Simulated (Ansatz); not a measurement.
For ZnSnN2 (model structure, started from the alpha NaFeO2 type, R-3m, No. 166, 4 atoms in the cell), PBE-D3(BJ) (plane waves, PAW; Ansatz, a quantum-chemistry and plane-wave program) gives:

```
Quantity                    Value
-------------------  ------------
lattice parameter a       3.175 Å
lattice parameter c      15.466 Å
cohesive energy      3.70 eV/atom
```

Problem. What does r²SCAN+rVV10 (Ansatz, PAW) give for the same quantities?

Solution. 
- lattice constant a: 3.160 Å (shrinks by 0.5 %)
- lattice parameter c: 15.398 Å (falls by 0.4 %)
- cohesive energy: 3.62 eV/atom (falls by 0.08 eV/atom)

Changes are worked out from the printed values.

Unless a cell is named, each level is at its own relaxed cell (PBE-D3(BJ) 11.25, r²SCAN+rVV10 11.09 Å³/atom).

Levels without +SOC leave out spin–orbit coupling, which shifts energies and cells of such heavy elements.

Ansatz's density-functional and Hartree–Fock values are scalar-relativistic unless marked +SOC, with PAW data made under PBE.

A model structure was made by putting elements into a prototype or built by hand; it is no filed structure, need not be a known phase, and can be a saddle point held by its symmetry.
